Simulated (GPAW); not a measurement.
GPAW run on FeAl (Pm-3m, 2 atoms in the cell): self-consistent single point.

Level of theory: PBEsol, GPAW PAW datasets PBEsol (made by gpaw-setup) (plane waves; GPAW).

```yaml
crystal:
  lattice:
    - [2.91000, 0.00000, 0.00000]
    - [0.00000, 2.91000, 0.00000]
    - [0.00000, 0.00000, 2.91000]
  atoms:
    - { symbol: Al, position: [0.50000, 0.50000, 0.50000] }
    - { symbol: Fe, position: [0.00000, 0.00000, 0.00000] }
```

Reference input (self-consistent single point, DFT PBE, plane waves, GPAW PAW datasets PBE (gpaw-data 1.0.1)): mode = pw; ecut = 850 eV; xc = PBE; kpts = 11 11 11; mesh shift (steps) = 0 0 0; occupations.name = fermi-dirac; occupations.width = 0.1 eV; nbands = -10; symmetry.symmorphic = false; symmetry.tolerance = 0.0005; maxiter = 100. This run's input differs from it in these lines:

```diff
@@ -13,3 +13,3 @@
 calc = GPAW(mode={'name': 'pw', 'ecut': 850},
-            xc='PBE',
+            xc='PBEsol',
             kpts=(11, 11, 11),
```

Its files differ too (potentials: GPAW PAW datasets PBEsol (made by gpaw-setup)).

Log, with long lists cut:

```
     iter     time        total  log10-change:
                         energy   eigst   dens
iter:   1 --:--:--   -14.412674
iter:   2 --:--:--   -14.414713   -0.99  -1.25
iter:   3 --:--:--   -14.396424   -1.95  -1.26
iter:   4 --:--:--   -14.416547   -2.24  -1.35
iter:   5 --:--:--   -14.409255   -2.24  -1.66
iter:   6 --:--:--   -14.410637   -3.75  -2.01
iter:   7 --:--:--   -14.400203   -3.05  -1.97
iter:   8 --:--:--   -14.400119   -4.50  -2.78
iter:   9 --:--:--   -14.400130c  -5.38  -3.21
iter:  10 --:--:--   -14.400105c  -5.43  -3.09
iter:  11 --:--:--   -14.400116c  -6.11  -3.48
iter:  12 --:--:--   -14.400108c  -6.84  -3.59
iter:  13 --:--:--   -14.400108c  -8.40c -4.21c
Converged after 13 iterations.

Dipole moment: (0.000000, -0.000000, -0.000000) |e|*Ang

Energy contributions relative to reference atoms: (reference = -41177.277327)

Kinetic:         +9.069966
Potential:       -5.771940
External:        +0.000000
XC:             -17.732940
Entropy (-ST):   -0.098477
Local:           +0.084044
SIC:             +0.000000
--------------------------
Free energy:    -14.449346
Extrapolated:   -14.400108

Showing only first 2 kpts
 Kpt  Band  Eigenvalues  Occupancy
  0     3      8.99535    0.37455
  0     4      8.99535    0.37455
  0     5      8.99535    0.37455
  0     6     15.05117    0.00000

  1     3      8.90086    0.74430
  1     4      8.90086    0.74430
  1     5      9.00508    0.34582
  1     6     13.88758    0.00000

Fermi level: 8.84856

No gap
No difference between direct/indirect transitions
Energy (eV): -14.400108

Forces in eV/Ang:
  0 Al    0.00000    0.00000    0.00000
  1 Fe    0.00000    0.00000    0.00000

Stress tensor:
     0.065537     0.000000     0.000000
     0.000000     0.065537     0.000000
     0.000000     0.000000     0.065537
Stress (GPa, Voigt): [10.5002 10.5002 10.5002  0.      0.      0.    ]
```

The run converged in 13 iterations. GPAW prints stress with tension positive. Against the reference run the pressure goes from -5.51 to -10.50 GPa.

The starting cell has typed, rounded lattice constants, without a prior relaxation at this level. Spin polarisation is off. With a pressure of about -11 GPa the cell is away from its equilibrium volume at this level.
